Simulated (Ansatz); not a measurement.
## HfSi2 with two functionals, pressure 100 GPa

The reference is HfSi2 (space group Cmcm, No. 63; a = 3.683 Å, b = 14.598 Å, c = 3.658 Å).

(Cell as relaxed with PBE.)

Levels (all Ansatz, a program for electronic structure, PAW, earlier PAW set): PBE (420 eV, without spin-orbit coupling); PBEsol (420 eV, spin-orbit coupling left out).

Each level relaxes its own structure.

| base | PBE | PBEsol |
|---|---|---|
| volume per atom | 16.39 Å³ | 15.87 Å³ |
| band gap | zero | zero |

Now apply this change: a hydrostatic pressure of 100 GPa.

```json
[
 {"quantity": "volume per atom", "PBE": "11.24 Å³", "PBEsol": "…"},
 {"quantity": "band gap", "PBE": "zero", "PBEsol": "…"}
]
```

What does PBEsol give?


- volume per atom, PBEsol: 11.06 Å³
- band gap, PBEsol: zero

PBE's volume per atom lies 0.18 Å³ above PBEsol's (1.6 %); the two agree on the band gap. Neither level is exact; PBEsol is the comparison here, not a measurement.

Load acts through the strain it causes; cell and atoms are relaxed under it. No phonon test of stability was made. No other phases were tried under pressure. The final runs are not spin-polarised.
